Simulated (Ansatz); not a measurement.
## A constructed model of the (100) surface of fcc Pd, a pseudomorphic layer of Nb in the host's stacking (bottom of the slab: a bare face, its two planes held)

All values below come from PBE (plane waves to 420 eV, PAW; Ansatz, an electronic-structure program).

Set-up: 7 atoms, 12.3 Å thick at the start; mesh 13x13x1; 0.1 eV smearing; dipole correction on; 2 atoms held, the rest relaxed; symmetry of the start imposed; no spin, no spin-orbit, no U. It is one candidate, not shown to be the stable structure of the face.

| Property | Result |
|---|---|
| work function of the top face | 4.69 eV |
| energy released by relaxation | 0.49 eV |
| cost | very roughly 80 core-seconds |
